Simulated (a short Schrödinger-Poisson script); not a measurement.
System: MOS inversion layer, SiO2 on p-type Si(100), at 300 K.

From the gate side: 1.9 nm SiO2; 1500 nm Si, acceptors 8.3e16 cm⁻³.

The device is made up for the run: typed textbook-type constants, with dimensions and the other settings drawn at random. SiO2: permittivity 3.9, conduction-band edge (eV) 3.15, gap (eV) 9, electron mass (mₑ) 0.5. Si: permittivity 11.7, conduction-band edge (eV) 0, gap (eV) 1.124, Nv at 300 K (cm⁻³) 3.1e19.

Channel valleys (confinement mass, in-plane density-of-states mass, number): Δ2 0.916, 0.19, 2; Δ4 0.19, 0.417, 4. At the gate the conduction-band edge of layer 1 lies 3.59 eV − eVg above the Fermi level of the channel; the field vanishes at the back. Gaps are held at their typed values at every temperature. Mesh 0.03 nm at interfaces.

Solved with a short Schrödinger-Poisson script written for these runs: 1D Poisson equation in equilibrium, electrons quantum, Hartree (BenDaniel-Duke, 12 states a valley, the channel's in-plane mass for all, wave functions free to enter the dielectric), parabolic valleys, classical holes, full ionisation, no traps, pinning or gate leakage.

```csv
Vg (V),electrons (cm⁻²),C (μF/cm²),Δ2 E0 (meV from the Fermi level),Δ4 E0 (meV from the Fermi level)
0.4,1.66e10,0.171,171.2,199.4
0.5,2.35e11,0.715,100.7,131.3
0.6,8.00e11,1.09,65.6,100.3
0.7,1.53e12,1.24,45.5,84.4
0.8,2.33e12,1.32,31.4,74.3
0.9,3.17e12,1.38,20.3,67.0
1,4.04e12,1.41,11.2,61.3
1.1,4.93e12,1.44,3.2,56.6
1.2,5.84e12,1.46,-3.9,52.6
1.3,6.76e12,1.48,-10.3,49.0
1.4,7.69e12,1.50,-16.3,45.8
1.5,8.62e12,1.51,-21.8,42.9
1.6,9.57e12,1.52,-27.1,40.2
1.7,1.05e13,1.53,-32.1,37.6
1.8,1.15e13,1.54,-36.9,35.2
1.9,1.24e13,1.55,-41.6,32.9
2,1.34e13,1.55,-46.0,30.7
```

Gate voltages with under 1e9 electrons/cm² are left out.

### Question
At Vg = 2 V the lowest Δ2 subband lies at -46.0 meV from the Fermi level. How many electrons does it hold, and what share of all?

### Answer
The two-dimensional density of states is g m/(πħ²) = 1.59e11 cm⁻² meV⁻¹ (both spins), kT = 25.9 meV, so n = D kT ln(1 + exp(−E/kT)) = 7.94e12 cm⁻², 0.59 of the 1.34e13 cm⁻² in all.

### Question
Compare the slope of the sheet density between 1.8 and 2 V with the geometric capacitance of the layers between gate and channel.

### Answer
q Δn/ΔV = 1.52 μF/cm²; ε0/Σ(t/ε) = 1.82 μF/cm². The ratio is 0.84: the channel acts as a further capacitance in series.
